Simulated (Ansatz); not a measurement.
Results of r²SCAN in Ansatz (plane waves, PAW) for VOCl2 (Immm, No. 71, 4 atoms in the cell; start mp-27712).

Numerical settings: plane-wave cutoff 560 eV, 22×22×22 k mesh, Fermi–Dirac smearing 0.05 eV, spin-polarised start, scalar-relativistic PAW data made under PBE.

Cell (relaxed with PBE-D3(BJ)):

```cif
data_Cl4O2V2
_chemical_formula_sum 'V2 Cl4 O2'
_space_group_name_H-M_alt 'Immm'
_space_group_IT_number 71
_space_group_name_Hall '-I 2 2'
_cell_length_a 3.45139
_cell_length_b 3.58811
_cell_length_c 11.85978
_cell_angle_alpha 90.000
_cell_angle_beta 90.000
_cell_angle_gamma 90.000
loop_
_atom_site_label
_atom_site_type_symbol
_atom_site_symmetry_multiplicity
_atom_site_Wyckoff_symbol
_atom_site_fract_x
_atom_site_fract_y
_atom_site_fract_z
_atom_site_occupancy
V1 V 2 d 0.00000 0.50000 0.00000 1
Cl1 Cl 4 i 0.00000 0.00000 0.36083 1
O1 O 2 a 0.00000 0.00000 0.00000 1
```
(The calculation used a cell of 4 atoms; values per cell refer to that cell.)

Q: Estimate the band gap and Γ–Γ gap that the calculation returns.

A: 
- band gap = 0.15 eV (on the SCF k mesh)
- Γ–Γ gap = 1.18 eV

Note: the magnetic order was assumed, not searched for or taken from measurement; cell and atoms aren't relaxed at this level (largest force component 0.06 eV/Å).

The computed numbers hold no vibrational or temperature effects.

Computing time: roughly 19 core-minutes.

A start named mp-… is a Materials Project structure, which need not be a measured phase.

Ansatz is a quantum-chemistry and plane-wave program.
